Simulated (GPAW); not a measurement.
Input and output of a self-consistent single point for K2Se (Fm-3m, 3 atoms in the cell) (GPAW).

Computed with LDA (Perdew-Wang 92), GPAW PAW datasets LDA (gpaw-data 1.0.1) (plane waves; GPAW 25.7.0).

The change in words: lattice scaled by 0.98. Reference geometry:
```
K2Se
1.0
    0.00000     3.83595     3.83595
    3.83595     0.00000     3.83595
    3.83595     3.83595     0.00000
K Se
2 1
Cartesian
  1.91798   1.91798   1.91798
  5.75393   5.75393   5.75393
  0.00000   0.00000   0.00000
```

Reference input (self-consistent single point, DFT LDA (Perdew-Wang 92), plane waves, GPAW PAW datasets LDA (gpaw-data 1.0.1)): mode = pw; ecut = 550 eV; xc = LDA; kpts = 8 8 8; mesh shift (steps) = 0 0 0; occupations.name = fixed-uniform; nbands = -8; convergence.density = 1e-05 e/electron; convergence.bands = -6; symmetry.symmorphic = false; symmetry.tolerance = 0.0005; maxiter = 120. This run's input differs from it in these lines:

```diff
@@ -5,5 +5,5 @@
 atoms = Atoms(['K', 'K', 'Se'],
-              cell=[[0.000000, 3.835955, 3.835955],
-                    [3.835955, 0.000000, 3.835955],
-                    [3.835955, 3.835955, 0.000000]],
+              cell=[[0.000000, 3.759236, 3.759236],
+                    [3.759236, 0.000000, 3.759236],
+                    [3.759236, 3.759236, 0.000000]],
               scaled_positions=[[0.250000, 0.250000, 0.250000],
```

Output, abridged:

```
     iter     time        total  log10-change:
                         energy   eigst   dens
iter:   1 --:--:--   -11.232537   +0.31
iter:   2 --:--:--   -11.055090   +0.24  -1.13
iter:   3 --:--:--   -10.347073   -0.40  -1.17
iter:   4 --:--:--   -10.358741   -1.10  -1.45
iter:   5 --:--:--   -10.317564   -1.52  -1.46
iter:   6 --:--:--   -10.313945   -2.16  -2.25
iter:   7 --:--:--   -10.313720c  -2.56  -2.32
iter:   8 --:--:--   -10.312837c  -2.73  -2.55
iter:   9 --:--:--   -10.313287c  -3.25  -3.11
iter:  10 --:--:--   -10.312689c  -3.84  -2.86
iter:  11 --:--:--   -10.312690c  -4.71  -4.23
iter:  12 --:--:--   -10.312690c  -5.21  -4.31
iter:  13 --:--:--   -10.312690c  -5.71  -4.39
iter:  14 --:--:--   -10.312690c  -6.27  -4.14
iter:  15 --:--:--   -10.312690c  -6.60  -4.46
iter:  16 --:--:--   -10.312690c  -7.17  -4.48
iter:  17 --:--:--   -10.312690c  -7.78c -4.62
iter:  18 --:--:--   -10.312690c  -8.19c -4.61
iter:  19 --:--:--   -10.312690c  -8.42c -4.68
iter:  20 --:--:--   -10.312690c  -8.90c -5.09c
Converged after 20 iterations.

Dipole moment: (-0.000000, -0.000000, -0.000000) |e|*Ang

Energy contributions relative to reference atoms: (reference = -98698.513611)

Kinetic:         +2.819635
Potential:       -0.256305
External:        +0.000000
XC:             -11.524901
Entropy (-ST):   +0.000000
Local:           -1.351119
SIC:             +0.000000
--------------------------
Free energy:    -10.312690
Extrapolated:   -10.312690

Showing only first 2 kpts
 Kpt  Band  Eigenvalues  Occupancy
  0    10      1.08556    2.00000
  0    11      1.08556    2.00000
  0    12      3.30765    0.00000
  0    13      6.43799    0.00000

  1    10      1.11569    2.00000
  1    11      1.11569    2.00000
  1    12      3.79241    0.00000
  1    13      6.30846    0.00000

Fermi level: 2.29362

Gap: 2.028 eV
Transition (v -> c):
   [... lines left out ...]
Direct gap: 2.222 eV
Transition at: (s=0, k=0, n=11, [0.00, 0.00, 0.00])
Energy (eV): -10.31269

Forces in eV/Ang:
  0 K    -0.00000    0.00000    0.00000
  1 K     0.00000   -0.00000    0.00000
  2 Se    0.00000   -0.00000   -0.00000

Stress tensor:
     0.003471     0.000000    -0.000000
     0.000000     0.003471     0.000000
    -0.000000     0.000000     0.003471
Stress (GPa, Voigt): [ 0.5562  0.5562  0.5562  0.     -0.      0.    ]
```

The run converged in 20 iterations. GPAW prints stress with tension positive. Against the reference run the free energy falls by 14.0 meV/atom, the pressure goes from -1.52 to -0.56 GPa and the gap on the mesh goes from 1.906 to 2.028 eV.

The starting cell comes from a database of computed structures (which also holds hypothetical and non-ambient phases and stackings), without a prior relaxation at this level. For this run, on top of that: lattice scaled by 0.98.
